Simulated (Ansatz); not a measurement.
## Effect of Mo → Re on MoSe2

Consider MoSe2 in the 2H-MoS2 type structure (space group P6_3/mmc, No. 194; a = 3.228 Å, c = 12.347 Å; layered, stacked along the Cartesian z axis).

The change: full substitution Mo → Re, then cell and atoms are relaxed.

Computed with PBEsol-D3(BJ) in Ansatz (plane waves to 420 eV, PAW, scalar-relativistic without spin-orbit coupling). Settings: 17×17×4 k-points, 0.05 eV Fermi–Dirac smearing, for the changed cell.

The density grows by 3.23 g/cm³, from 7.57 g/cm³ to 10.80 g/cm³ and the lattice parameter a falls by 0.111 Å, from 3.228 Å to 3.117 Å. The c/a ratio goes up by 0.2125 to 4.038 and the space group is still P6_3/mmc (No. 194). The shortest interatomic distance increases by 0.011 Å to 2.514 Å and the band gap goes from 0.54 eV to zero.

Final structure:

```yaml
crystal:
  lattice:
    - [3.11656, 0.00000, 0.00000]
    - [-1.55828, 2.69902, 0.00000]
    - [0.00000, 0.00000, 12.58361]
  atoms:
    - { symbol: Re, position: [0.33333, 0.66667, 0.25000] }
    - { symbol: Re, position: [0.66667, 0.33333, 0.75000] }
    - { symbol: Se, position: [0.33333, 0.66667, 0.61051] }
    - { symbol: Se, position: [0.66667, 0.33333, 0.11051] }
    - { symbol: Se, position: [0.66667, 0.33333, 0.38949] }
    - { symbol: Se, position: [0.33333, 0.66667, 0.88949] }
```

No phonon test of stability was made. As relaxed here, ReSe2 is a hypothetical phase, not in the database extracts checked. The final runs are not spin-polarised. ReSe2 has a high density of states at the Fermi level and may be magnetic at this level.

Ansatz is an electronic-structure program.
